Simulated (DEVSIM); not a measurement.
Structure: abrupt CdTe n-p junction, at 300 K.

Layer 1 from the left is CdTe, thickness (μm) 58.0, Nd (cm⁻³) 1.2e17, τn (s) 6.4e-9, τp (s) 6.4e-9. Layer 2 from the left is CdTe, thickness (μm) 0.610, Na (cm⁻³) 1.7e18, τn (s) 6.4e-9, τp (s) 6.4e-9.

Left contact: ohmic. Right contact: ohmic. Voltage is applied to the left contact. Recombination: SRH at mid-gap. Mobility is constant in doping.

This is a model device: material constants are rounded textbook-type values typed into the input, and sizes, dopings and lifetimes were drawn at random. Values at 300 K.

CdTe: gap (eV) 1.5, affinity (eV) 4.28, permittivity 10.2, Nc (cm⁻³) 8e17, Nv (cm⁻³) 1.8e19, μn (cm²/Vs) 1000, μp (cm²/Vs) 80.

DEVSIM, 1D drift-diffusion, Boltzmann statistics, complete ionisation; no tunnelling, impact ionisation, image-force lowering or self-heating.

Dark forward current:

| |V| (V) | |J| (A/cm²) |
|---|---|
| 0.05 | 1.103e-11 |
| 0.10 | 3.831e-11 |
| 0.15 | 1.106e-10 |
| 0.20 | 3.040e-10 |
| 0.25 | 8.257e-10 |
| 0.30 | 2.238e-9 |
| 0.35 | 6.055e-9 |
| 0.40 | 1.637e-8 |
| 0.45 | 4.440e-8 |
| 0.50 | 1.206e-7 |
| 0.55 | 3.283e-7 |
| 0.60 | 8.964e-7 |
| 0.65 | 2.457e-6 |
| 0.70 | 6.769e-6 |
| 0.75 | 1.881e-5 |
| 0.80 | 5.316e-5 |
| 0.85 | 0.0001551 |
| 0.90 | 0.0004830 |
| 0.95 | 0.001692 |
| 1.00 | 0.007050 |
| 1.05 | 0.03549 |
| 1.10 | 0.2066 |
| 1.15 | 1.298 |
| 1.20 | 7.965 |
| 1.25 | 37.85 |
| 1.30 | 110.1 |

Work out the local ideality factor n = ΔV / (kT/q · ln(J2/J1)) between the rows 0.15 and 0.20 V, 1.10 and 1.15 V, 1.25 and 1.30 V.

kT/q = 25.85 mV. From 0.15 to 0.20 V: ln(3.040e-10/1.106e-10) = 1.011, n = 1.91, near the 2 of recombination in the depletion region. From 1.10 to 1.15 V: ln(1.298/0.2066) = 1.838, n = 1.05, near the 1 of diffusion or emission over a barrier. From 1.25 to 1.30 V: ln(110.1/37.85) = 1.068, n = 1.81; the layers' resistance at their doping, Σ W/(qμN) = 0.00030 Ω cm², would take 22 mV of this step of 50 mV.

Estimate the current at 1.10 V from the Shockley equation with J0 = Σ q ni² D/(N L) coth(W/L), τ joining the SRH, radiative and Auger lifetimes that are on, and W taken as the whole layer.

ni² = 9.07e11 cm⁻⁶; holes in the n layer: μ = 80.0 cm²/Vs, D = 2.07 cm²/s, τ = 6.40e-9 s, L = 1.15 μm, W/L = 50, term 2.18e-20 A/cm²; electrons in the p layer: μ = 1000 cm²/Vs, D = 25.9 cm²/s, τ = 6.40e-9 s, L = 4.07 μm, W/L = 0.15, term 3.65e-20 A/cm². J0 = 5.83e-20 A/cm², and J = J0 exp(qV/kT) = 0.176 A/cm². The simulation gives 0.207 A/cm²; the estimate lies 15 % below. The estimate leaves out recombination in the depletion region and that region's share of W.
